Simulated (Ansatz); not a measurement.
## A computed series for MoTe2: pressure series

Base system: MoTe2 in the 2H-MoS2 type structure (space group P6_3/mmc, No. 194; layered, stacked along the Cartesian z axis).

```cif
data_Mo2Te4
_chemical_formula_sum 'Mo2 Te4'
_space_group_name_H-M_alt 'P63/mmc'
_space_group_IT_number 194
_space_group_name_Hall '-P 6c 2c'
_cell_length_a 3.49661
_cell_length_b 3.49661
_cell_length_c 13.69583
_cell_angle_alpha 90.000
_cell_angle_beta 90.000
_cell_angle_gamma 120.000
loop_
_atom_site_label
_atom_site_type_symbol
_atom_site_symmetry_multiplicity
_atom_site_Wyckoff_symbol
_atom_site_fract_x
_atom_site_fract_y
_atom_site_fract_z
_atom_site_occupancy
Mo1 Mo 2 d 0.66667 0.33333 0.25000 1
Te1 Te 4 f 0.33333 0.66667 0.11732 1
```

Cell and atoms are relaxed at each pressure.

The values are results of PBE-D3(BJ) (Ansatz, a first-principles code, PAW, spin-orbit coupling left out), not measurements.

Candidates:
(a) pressure 10 GPa
(b) pressure 5 GPa
(c) pressure 1.5 GPa
(d) pressure −2 GPa

For the base:

```
Property    Value
--------  -------
Band gap  0.60 eV
```

Problem. Order them by band gap, lowest first.

Solution. (a) pressure 10 GPa (zero), (b) pressure 5 GPa (0.19 eV), (c) pressure 1.5 GPa (0.46 eV), (d) pressure −2 GPa (0.80 eV)

A case with no gap was solved on a k-mesh chosen for an insulator, which is coarse for it. Spin-orbit coupling, missing from the scalar runs, can matter with Te. Load acts through the strain it causes; cell and atoms are relaxed under it. Whether these cells are dynamically stable was not tested. Competing high-pressure phases were not computed. The final runs are not spin-polarised. The D3 term's C6 switches between coordination references near this geometry, which can add small steps to energies. The zero or small gap of MoTe2 under pressure 10 GPa and MoTe2 under pressure 5 GPa can change with the level of theory.
